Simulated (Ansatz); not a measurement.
**Ru on the 1x1 (110) surface of bcc Mo, one in a 2x2 cell, started at the site 'hollow Mo-Mo-Mo'**

Level of theory: PBE (plane waves to 420 eV, PAW; Ansatz, a quantum-chemistry and plane-wave program).

Slab: 17 atoms, 6.5 Å thick at the start under the adsorbate (thin: gaps and levels are the slab's own); k 6x6x1, smearing 0.1 eV, dipole-corrected; 8 atoms held, the rest relaxed; symmetry of the start imposed; spin-polarised, no spin-orbit, no U, no dispersion correction. The starting moment vanished. At the end it is bonded to 4 Mo. In PBE it is, or lies within 0.03 eV of, the lowest of the starts that converged.

```
Property                                                                                                                                         Result
--------------------------------------------------------------------------------------  ---------------------------------------------------------------
adsorption energy against an atom of hcp Ru                                                                                                     0.30 eV
work function of the top face                                                                                                                   3.85 eV
change of the work function                                                                                                                    -0.74 eV
change of the step from the bottom to the top vacuum level, against the clean slab                                                             -0.69 eV
energy released by relaxation                                                                                                                   2.82 eV
height of the binding atom over the mean of the host atoms within 0.3 Å of the top one                                                       3.270 bohr
magnetic moment of the cell                                                                                                                     0.00 μB
nearest host atoms of the binding atom                                                                         Mo at 2.38 Å, Mo at 2.38 Å, Mo at 2.83 Å
largest move of a host atom                                                                                                                      0.08 Å
note                                                                                    in the relaxation the adsorbate left its starting site by 0.6 Å
cost                                                                                                                       very roughly 80 core-minutes
```

A negative adsorption energy means that the adsorbate is more stable on the surface than in its reference.
